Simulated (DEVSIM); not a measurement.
Device: Au/SiO2/n-GaSb capacitor, at 300 K.

| layer (left to right) | material | thickness (nm) | Nd (cm⁻³) |
|---|---|---|---|
| 1 | SiO2 | 5.40 | - |
| 2 | GaSb | 9400 | 4.1e15 |

Metal gate on the left, work function 5.1 eV. Fixed charge at the semiconductor interface -8.3e10 cm⁻² (in units of +e); interface traps 4.8e11 cm⁻² eV⁻¹, uniform in energy, neutral level at 0.3 of the gap above the valence band.

The device is made up for the run: typed textbook-type constants, with dimensions and the other settings drawn at random. Values at 300 K; Nc and Nv go as T^1.5, mobilities as T to minus their exponent, the gap by Varshni's rule with the affinity fixed.

```csv
parameter,SiO2,GaSb
gap (eV),9,0.726
affinity (eV),0.9,4.06
permittivity,3.9,15.7
Nc (cm⁻³),-,2.1e17
Nv (cm⁻³),-,1.8e19
Varshni α (eV/K),-,0.00042
Varshni β (K),-,140
```

Simulated with DEVSIM: 1D Poisson equation in equilibrium, Boltzmann statistics, complete ionisation; no quantum confinement or tunnelling. Metal contacts follow the ideal Schottky-Mott rule: no Fermi-level pinning, no interface dipoles.

Base results: minimum of the low-frequency capacitance (μF/cm²) 0.0993; threshold voltage (band bending 2φF) (V) 0.51; capacitance of the dielectric stack (μF/cm²) 0.639; flat-band voltage (V) 1.01.

Q: What follows from this one change: temperature 300 → 400 K?

A: minimum of the low-frequency capacitance 0.0993 → 0.117 μF/cm²; threshold voltage (band bending 2φF) 0.51 → 0.66 V; capacitance of the dielectric stack little changed (0.639 μF/cm²); flat-band voltage 1.01 → 0.95 V.

Q: What follows from this one change: gate work function 5.1 → 4.95 eV?

A: minimum of the low-frequency capacitance little changed (0.0993 μF/cm²); threshold voltage (band bending 2φF) 0.51 → 0.36 V; capacitance of the dielectric stack little changed (0.639 μF/cm²); flat-band voltage 1.01 → 0.86 V.

Q: What follows from this one change: SiO2 thickness 0.0054 → 0.0046 μm?

A: minimum of the low-frequency capacitance 0.0993 → 0.102 μF/cm²; threshold voltage (band bending 2φF) little changed (0.51 V); capacitance of the dielectric stack 0.639 → 0.751 μF/cm²; flat-band voltage 1.01 → 1.00 V.

Q: What follows from this one change: interface trap density 4.8e+11 → 2e+12 cm^-2 eV^-1?

A: minimum of the low-frequency capacitance 0.0993 → 0.231 μF/cm²; threshold voltage (band bending 2φF) little changed (0.51 V); capacitance of the dielectric stack little changed (0.639 μF/cm²); flat-band voltage 1.01 → 1.16 V.

Q: What follows from this one change: substrate doping 4.1e+15 → 2e+15 cm^-3?

A: minimum of the low-frequency capacitance 0.0993 → 0.0920 μF/cm²; threshold voltage (band bending 2φF) 0.51 → 0.54 V; capacitance of the dielectric stack little changed (0.639 μF/cm²); flat-band voltage 1.01 → 0.99 V.

Q: What follows from this one change: fixed charge -8.3e+10 → -6.08e+11 cm^-2?

A: minimum of the low-frequency capacitance little changed (0.0995 μF/cm²); threshold voltage (band bending 2φF) 0.51 → 0.64 V; capacitance of the dielectric stack little changed (0.639 μF/cm²); flat-band voltage 1.01 → 1.14 V.
